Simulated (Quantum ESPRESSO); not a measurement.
A working Quantum ESPRESSO input for Mg14AlCd (P-6m2, 16 atoms in the cell) (DFT, PBEsol, plane waves, SSSP 1.1.2 efficiency (PBE) pseudopotentials):

```fortran
&CONTROL
   calculation = 'scf',
   prefix = 'run',
   outdir = './tmp',
   pseudo_dir = './',
   tprnfor = .true.,
   tstress = .true.,
/
&SYSTEM
   ibrav = 0,
   celldm(1) = 11.8680851417,
   nat = 16,
   ntyp = 3,
   ecutwfc = 45,
   ecutrho = 360,
   occupations = 'smearing',
   smearing = 'methfessel-paxton',
   degauss = 0.0073499,
   input_dft = 'pbesol',
/
&ELECTRONS
   conv_thr = 1.0e-11,
/
ATOMIC_SPECIES
Mg    24.3050  Mg.pbe-n-kjpaw_psl.0.3.0.UPF
Al    26.9815  Al.pbe-n-kjpaw_psl.1.0.0.UPF
Cd   112.4140  Cd.pbe-dn-rrkjus_psl.0.3.1.UPF
ATOMIC_POSITIONS {angstrom}
Mg    4.7091567903    2.7188329405    0.0000000000
Mg    3.1401600970    0.0012509509    0.0000000000
Mg    1.5711634037    2.7188329405    0.0000000000
Mg    4.7082147423    2.7182890489    5.1982800000
Mg    3.1401600970    0.0023387342    5.1982800000
Mg    1.5721054518    2.7182890489    5.1982800000
Mg   -1.5801285608    4.5382322046    2.5920703392
Mg    1.5801285608    4.5382322046    7.8044896608
Mg    0.0000000000    1.8013692547    2.5920703392
Mg   -1.5801285608    4.5382322046    7.8044896608
Mg    1.5801285608    4.5382322046    2.5920703392
Mg    0.0000000000    1.8013692547    7.8044896608
Mg    3.1401600970    1.8129722773    2.6011153464
Mg    3.1401600970    1.8129722773    7.7954446536
Al    0.0000000000    0.0000000000    0.0000000000
Cd    0.0000000000    0.0000000000    5.1982800000
K_POINTS {automatic}
4 4 3  0 0 0
CELL_PARAMETERS {alat}
   1.0000000000     0.0000000000     0.0000000000
  -0.5000000000     0.8660254038     0.0000000000
   0.0000000000     0.0000000000     1.6554187810
```

The run converged in 16 iterations: free energy E − TS -8421.8201 eV; Fermi level (on the code's own zero) 4.38 eV; pressure -1.07 GPa; largest force (vector length) 0.048 eV/Å. Each of these slips is then made, one at a time:

(1)
```diff
-   conv_thr = 1.0e-11,
+   conv_thr = 1.0d-3,
```

(2)
```diff
-   degauss = 0.0073499,
```

**Question.** How does each altered input end?

**Answer.** 
(1) A convergence threshold that is too loose. The run converged in 6 iterations without an error; against the sound input the free energy stays essentially unchanged (within 1 meV/atom), the pressure goes from -1.07 to 0.29 GPa and the largest force goes from 0.048 to 0.043 eV/Å. The full log also holds: “SCF correction compared to forces is large: reduce conv_thr to get better values”.

(2) Smearing without a width. The program stopped before any SCF iteration.
```
Error in routine  set_occupations (1):
smearing requires a value for gaussian broadening (degauss)
```

The starting cell comes from a database of computed structures (which also holds hypothetical and non-ambient phases and stackings), without a prior relaxation at this level.

Left out of this page: 4 runs of the series outside the window shown, repeating another row's setting, or not comparable.
